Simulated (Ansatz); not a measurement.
Consider BAs in the zinc blende structure (space group F-43m, No. 216; a = 4.768 Å).

All numbers come from DFT with PBEsol, PAW potentials and a 420 eV plane-wave cutoff in Ansatz (a program for electronic structure), spin-orbit coupling left out, earlier PAW set.

One change was made to it. Results:

The band gap becomes zero (base: 1.08 eV); the shortest interatomic distance increases by 0.0660 Å, from 2.064 Å to 2.131 Å; the density goes up by 6.332 g/cm³ to 11.59 g/cm³.

Problem. Which change produced these results?
A. As → Au
B. As → Ga
C. As → P

Solution. A, As → Au. For comparison, the shortest interatomic distance in the other runs: As → Ga gives 2.114 Å; As → P gives 1.957 Å.

No phonon test of stability was made. As relaxed here, AuB and GaB are hypothetical phases, not in the database extracts checked. All final runs are without spin polarisation.
